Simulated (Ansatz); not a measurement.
# Fermi-surface data of W (Im-3m)

```xyz
1
Lattice="-1.5774 1.5774 1.5774 1.5774 -1.5774 1.5774 1.5774 1.5774 -1.5774" Properties=species:S:1:pos:R:3 pbc="T T T"
W      0.0000     0.0000     0.0000
```

Level of theory: PBEsol, rigid bands (plane waves, PAW, scalar-relativistic; Ansatz, an electronic-structure program). Cell: cell and atoms relaxed with PBEsol.

| Property | Result |
|---|---|
| density of states at the Fermi level | 0.440 states/(eV·cell), both spins |
| bare Sommerfeld coefficient | 1.04 mJ/(mol of atoms·K²) |
| Drude plasma energy | 7.8 eV |
| root-mean-square Fermi velocity | 9.1e5 m/s |
| resistivity times τ | 8.0 ×10⁻²² Ω·m·s |

A metal at this level (no band gap); rigid bands, thermally averaged at 300 K, both spins. Spin-orbit coupling is left out, which matters with elements this heavy. τ is one relaxation time for all states.
